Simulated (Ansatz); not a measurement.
Band structure of ZnRh (Pm-3m, 2 atoms in the cell).

```xyz
2
Lattice="2.9902 0.0000 0.0000 0.0000 2.9902 0.0000 0.0000 0.0000 2.9902" Properties=species:S:1:pos:R:3 pbc="T T T"
Zn     1.4951     1.4951     1.4951
Rh     0.0000     0.0000     0.0000
```

Computed with LDA (PW92), default PAW files made with PBE (plane waves; Ansatz, a quantum-chemistry and plane-wave program).

Settings: basis.ecutwfc = 420 eV; kpoints.mp_grid.grid = 15 15 15; hamiltonian.xc = lda; hamiltonian.pseudopotentials = {kind: paw} (the program's default PAW files); scf.occupations.method = fermi_dirac; scf.occupations.width = 0.1 eV; kpoints.band_path.npoints = 16.

The starting cell comes from a database of computed structures (which also holds hypothetical and non-ambient phases and stackings), without a prior relaxation at this level. Spin polarisation is off.

Levels in eV from the Fermi level, bands 12 to 18:
```json
[
 {"point": "Γ", "12": "-2.65", "13": "-0.07", "14": "-0.07", "15": "-0.07", "16": "7.54", "17": "7.54", "18": "7.54"},
 {"point": "X", "12": "-2.93", "13": "-1.73", "14": "-1.73", "15": "-0.22", "16": "1.66", "17": "12.66", "18": "14.31"},
 {"point": "M", "12": "-0.67", "13": "-0.67", "14": "-0.21", "15": "-0.21", "16": "0.65", "17": "5.89", "18": "6.40"},
 {"point": "R", "12": "-4.07", "13": "0.72", "14": "0.72", "15": "3.47", "16": "6.78", "17": "6.78", "18": "6.78"}
]
```

Bands cross the Fermi level along this path, so the cell is metallic at this level.

Keys are those of Ansatz 0.2.
